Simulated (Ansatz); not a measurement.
Consider AgI in the zinc blende structure (space group F-43m, No. 216; a = 6.450 Å).

Method: PBEsol (Ansatz, a program for electronic structure; PAW; 420 eV plane waves; spin-orbit coupling left out).

Carriers are added at fixed cell with a uniform background; the Fermi–Dirac width is that of 300 K.

One change was made to it. Results:

| quantity | base | after |
|---|---|---|
| gap between the host's bands | 1.20 eV | 1.15 eV |
| Fermi level relative to the doped band's edge (positive inside the band; to 0.05 eV) | – | +1.30 eV |
| gap character | direct at Γ | direct at Γ |

Q: What was done to the base?
A) electrons 1.5×10^21 cm⁻³
B) electrons 5.0×10^20 cm⁻³
C) holes 1.5×10^21 cm⁻³

A: A, electrons 1.5×10^21 cm⁻³. For comparison, the Fermi level from band edge in the other runs: electrons 5.0×10^20 cm⁻³ gives +0.85 eV; holes 1.5×10^21 cm⁻³ gives +0.20 eV.

Charged cell with a jellium background: band edges are those of the host's band count, energies are not comparable with the neutral cell, and many-body gap narrowing is missing. With I present, leaving out spin-orbit coupling can change the band edges. Whether these cells are dynamically stable was not tested.
